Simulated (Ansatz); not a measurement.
**Al2Cu, response to strain**

Take Al2Cu (space group I4/mcm, No. 140) as the base.

```
CELL_PARAMETERS angstrom
     -3.00291     3.00291     2.39485
      3.00291    -3.00291     2.39485
      3.00291     3.00291    -2.39485
ATOMIC_POSITIONS crystal
  Al 0.65905 0.15905 0.81810
  Al 0.84095 0.65905 0.50000
  Al 0.15905 0.34095 0.50000
  Al 0.34095 0.84095 0.18190
  Cu 0.25000 0.25000 0.00000
  Cu 0.75000 0.75000 0.00000
```

Cartesian axes are those of the cell as printed.

Strains are applied to the cell and any free atomic positions relax; under biaxial strain the out-of-plane vector relaxes too; under stress the whole cell relaxes.

All numbers come from Kohn–Sham DFT with the r2SCAN functional, run in Ansatz (a quantum-chemistry and plane-wave program) with PAW and 500 eV plane waves, no spin-orbit coupling.

Notes on the quantities. energy relative to the base: free energy F; pressure: mean of the normal stresses, compression positive.

```json
[
 {"variant": "base", "energy relative to the base": "0 meV/atom", "pressure": "0.0 GPa", "shortest interatomic distance": "239.5 pm"},
 {"variant": "biaxial strain −1.52 %, plane normal [001], relaxed out of plane", "energy relative to the base": "+4.7 meV/atom", "pressure": "1.9 GPa", "shortest interatomic distance": "243.2 pm"},
 {"variant": "biaxial strain +1.79 %, plane normal [001], relaxed out of plane", "energy relative to the base": "+6.5 meV/atom", "pressure": "-2.6 GPa", "shortest interatomic distance": "236.9 pm"},
 {"variant": "isotropic strain +1.22 %", "energy relative to the base": "+6.6 meV/atom", "pressure": "-3.8 GPa", "shortest interatomic distance": "242.4 pm"},
 {"variant": "isotropic strain +5.89 %", "energy relative to the base": "___", "pressure": "___", "shortest interatomic distance": "253.6 pm"},
 {"variant": "uniaxial strain ε_yy = −0.84 %", "energy relative to the base": "+0.6 meV/atom", "pressure": "1.0 GPa", "shortest interatomic distance": "239.5 pm"},
 {"variant": "uniaxial strain ε_zz = −2.70 %", "energy relative to the base": "+7.3 meV/atom", "pressure": "3.4 GPa", "shortest interatomic distance": "233.0 pm"},
 {"variant": "uniaxial stress, 0.5 GPa tension along x", "energy relative to the base": "+0.1 meV/atom", "pressure": "–", "shortest interatomic distance": "239.3 pm"},
 {"variant": "uniaxial stress, 8 GPa compression along z", "energy relative to the base": "+12 meV/atom", "pressure": "–", "shortest interatomic distance": "230.7 pm"}
]
```

Problem. Some entries are withheld; estimate them.

Solution. 
- isotropic strain +5.89 %, energy relative to the base: +130 meV/atom
- isotropic strain +5.89 %, pressure: -13.1 GPa

A biaxial case was relaxed in a doubled cell and then solved in the primitive one. Without a gap, meshes like the base's 12×12×12 leave anisotropic stresses uncertain by several tenths of a GPa, and small strain energies with them. Beyond what the load breaks, stability against distortions was not tested. The final runs are not spin-polarised.
